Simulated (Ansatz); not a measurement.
Ansatz (a program for electronic structure) is run on BeCr3 (Pm-3m, 4 atoms in the cell), and the run fails. The aim is a self-consistent single point with DFT, PBE, plane waves, default PAW files.

Cell that was meant: a = 3.5399 Å, b = 3.5399 Å, c = 3.5399 Å, α = 90.00°, β = 90.00°, γ = 90.00°.

Part of the input:

Ansatz 0.2 input:
```yaml
# Cr4Be
crystal:
  lattice:
    - [3.539865, 0.000000, 0.000000]
[...]
    - { symbol: Cr, position: [0.500000, 0.500000, 0.000000], spin: 3.0 }
    - { symbol: Cr, position: [0.500000, 0.000000, 0.500000], spin: 3.0 }
    - { symbol: Be, position: [0.000000, 0.000000, 0.000000] }
    - { symbol: Cr, position: [0.500000, 0.500000, 0.000000], spin: 3.0 }
kpoints:
  mp_grid:
    grid: [9, 9, 9]
```

Output (repeated stretches shortened):

```
Error: atoms 1 (Cr) and 4 (Cr) coincide: fractional positions [0.5, 0.5, 0.0] and [0.5, 0.5, 0.0] are 0.00e0 Å apart, within the symmetry tolerance 1e-5 (fractional) on every axis — remove the duplicate or separate the sites (indices count the expanded atom list at the failing check: the typed cell's during the `space_group:` round-trip, otherwise the final one with `supercell:` and `defects:` applied)
```

Read the log: what does the program object to, and what is the fix?

The fault is one atom entered twice; here the program stops on it instead of giving results. To fix it, remove the duplicate atom. The program stopped before any SCF iteration.

An input that runs soundly differs in these lines (not the only fix; some lines may just follow from the change or write a value another way):
```diff
-# Cr4Be
+# BeCr3
-    - { symbol: Cr, position: [0.500000, 0.500000, 0.000000], spin: 3.0 }
```

With that input, the run converged in 11 iterations: free energy E − TS (on the zero of these files) -10225.4746 eV; Fermi level (on the code's own zero) 16.37 eV; pressure -5.63 GPa; size of the cell's spin moment 0.00 μB (DFT, PBE, plane waves, default PAW files).

On the sound input: the starting cell was generated: these elements placed on a structure prototype, without a prior relaxation; it need not be a known phase or ordering of this composition. The starting moments vanished: the run ended non-magnetic, which need not be the lowest state. The program warned that a starting moment was not kept. With a pressure of about -6 GPa the cell is away from its equilibrium volume at this level. Ansatz's pressure includes its estimate of the finite-basis (Pulay) stress.
